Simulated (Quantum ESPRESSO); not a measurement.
Worked example: self-consistent single point of Ba₃AlN₃ (P6_3/m, 14 atoms in the cell) in Quantum ESPRESSO.

Level of theory: PBEsol, GBRV 1.5 ultrasoft (PBESOL) pseudopotentials (plane waves; Quantum ESPRESSO).

The change in words: lattice scaled by 1.03; ecutwfc: 40 Ry → 24 Ry; ecutrho: 200 Ry → 120 Ry. Reference geometry:
```
CELL_PARAMETERS angstrom
      8.28910     0.00000     0.00000
     -4.14455     7.17858     0.00000
      0.00000     0.00000     5.54603
ATOMIC_POSITIONS crystal
  Ba 0.94235 0.63672 0.25000
  Ba 0.05765 0.36328 0.75000
  Ba 0.30563 0.94235 0.75000
  Ba 0.69437 0.05765 0.25000
  Ba 0.36328 0.30563 0.25000
  Ba 0.63672 0.69437 0.75000
  Al 0.66667 0.33333 0.75000
  Al 0.33333 0.66667 0.25000
  N  0.87542 0.56575 0.75000
  N  0.12458 0.43425 0.25000
  N  0.30967 0.87542 0.25000
  N  0.69033 0.12458 0.75000
  N  0.43425 0.30967 0.75000
  N  0.56575 0.69033 0.25000
```

Reference input (self-consistent single point, DFT, PBEsol, plane waves, GBRV 1.5 ultrasoft (PBESOL) pseudopotentials): ecutwfc = 40 Ry; ecutrho = 200 Ry; occupations = smearing; smearing = gaussian; degauss = 0.0036749 Ry; potentials = {Ba: ba_pbesol_v1.uspp.F.UPF, Al: al_pbesol_v1.uspp.F.UPF, N: n_pbesol_v1.2.uspp.F.UPF}; K_POINTS = automatic 2 2 3 0 0 0; conv_thr = 1e-11 Ry; mixing_beta = 0.4. This run's input differs from it in these lines:

```diff
@@ -12,4 +12,4 @@
    ntyp = 3,
-   ecutwfc = 40,
-   ecutrho = 200,
+   ecutwfc = 24,
+   ecutrho = 120,
    occupations = 'smearing',
@@ -44,5 +44,5 @@
 CELL_PARAMETERS {angstrom}
-   8.28910529    -0.00000029     0.00000000
-  -4.14455239     7.17857590     0.00000000
-   0.00000000     0.00000000     5.54602600
+   8.53777821     0.00000000     0.00000000
+  -4.26888910     7.39393282     0.00000000
+   0.00000000     0.00000000     5.71240700
```

The program printed (abridged):

```
     Self-consistent Calculation

     iteration #  1     ecut=    24.00 Ry     beta= 0.40

     negative rho (up, down):  5.599E-01 0.000E+00

     total energy              =    -553.52888138 Ry
     estimated scf accuracy    <       6.05756452 Ry

     iteration #  2     ecut=    24.00 Ry     beta= 0.40

     negative rho (up, down):  5.521E-01 0.000E+00

     total energy              =    -554.92380149 Ry
     estimated scf accuracy    <       2.71826134 Ry

     iteration #  3     ecut=    24.00 Ry     beta= 0.40

     negative rho (up, down):  5.471E-01 0.000E+00

     total energy              =    -555.36412588 Ry
     estimated scf accuracy    <       0.14110321 Ry

   [... 15 blocks of this kind left out ...]

     iteration # 19     ecut=    24.00 Ry     beta= 0.40

     negative rho (up, down):  5.333E-01 0.000E+00

     total energy              =    -555.36198090 Ry
     estimated scf accuracy    <          1.5E-11 Ry

     iteration # 20     ecut=    24.00 Ry     beta= 0.40

     negative rho (up, down):  5.333E-01 0.000E+00
     End of self-consistent calculation

     the Fermi energy is     6.9139 ev

!    total energy              =    -555.36198090 Ry
     estimated scf accuracy    <          8.2E-13 Ry
     smearing contrib. (-TS)   =      -0.00000995 Ry
     internal energy E=F+TS    =    -555.36197094 Ry

     convergence has been achieved in  20 iterations

     negative rho (up, down):  5.333E-01 0.000E+00

     Forces acting on atoms (cartesian axes, Ry/au):

     atom    1 type  1   force =     0.01633264   -0.00458494    0.00000000
     atom    2 type  1   force =    -0.01633264    0.00458494    0.00000000
     atom    3 type  1   force =     0.01213699    0.01185201    0.00000000
     atom    4 type  1   force =    -0.01213699   -0.01185201    0.00000000
     atom    5 type  1   force =    -0.00419564    0.01643695   -0.00000000
   [... lines left out ...]
     Total force =     0.057174     Total SCF correction =     0.000001
   [... lines left out ...]

     negative rho (up, down):  5.333E-01 0.000E+00
          total   stress  (Ry/bohr**3)                   (kbar)     P=     -126.31
  -0.00086242   0.00000000   0.00000000         -126.87        0.00        0.00
   0.00000000  -0.00086242   0.00000000            0.00     -126.87        0.00
   0.00000000   0.00000000  -0.00085102            0.00        0.00     -125.19

   JOB DONE.
```

The run converged in 20 iterations. Against the reference run the free energy goes up by 308 meV/atom, the pressure goes from -0.73 to -12.63 GPa, the largest force goes from 0.270 to 0.436 eV/Å and the gap on the mesh goes from 0.336 to 0.202 eV.

The starting cell comes from a database of computed structures (which also holds hypothetical and non-ambient phases and stackings), without a prior relaxation at this level. Its lattice was rescaled by a random factor within 2.5 % of one. For this run, on top of that: lattice scaled by 1.03.

Cost on one core of a shared machine: roughly 2 min.
